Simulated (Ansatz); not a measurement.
## Sn under a change: biaxial strain +2.50 %, plane normal [001], relaxed out of plane

The reference is Sn in the diamond structure (space group Fd-3m, No. 227; a = 6.656 Å; relaxed with 0.1 eV smearing). Axes: x, y, z lie along the cube axes.

Modification: tensile biaxial strain of 2.50 % in the plane normal to [001], as in epitaxy on a mismatched substrate; the out-of-plane cell vector and the atoms relax.

Method: PBE (Ansatz, a quantum-chemistry and plane-wave program), scalar-relativistic without spin-orbit coupling. Settings: 15×15×15 k-points, 0.1 eV Fermi–Dirac smearing.

| quantity | base | changed | shift |
|---|---|---|---|
| volume per atom | 36.86 Å³ | 37.79 Å³ | +0.93 Å³ |
| space group | Fd-3m (No. 227) | I4_1/amd (No. 141) | – |
| shortest interatomic distance | 2.882 Å | 2.908 Å | +0.026 Å |
| energy relative to the base (free energy F) | 0 meV/atom | +7.6 meV/atom | +7.6 meV/atom |
| pressure (mean of the normal stresses, compression positive) | 0.0 GPa | -0.8 GPa | -0.8 GPa |
| band gap | zero | zero | – |
| out-of-plane strain | – | -2.42 % | – |
| ratio −ε⊥/ε∥ | – | 0.97 | – |
| mean in-plane stress (compression positive) | – | -1.3 GPa | – |

Final structure (turned so that z lies along the plane normal):

```xyz
2
Lattice="4.8243 0.0000 0.0000 0.0000 4.8243 0.0000 2.4121 -2.4121 3.2476" Properties=species:S:1:pos:R:3 pbc="T T T"
Sn     0.0000     0.0000     0.0000
Sn     4.8243     2.4121     1.6238
```

No phonon test of stability was made.
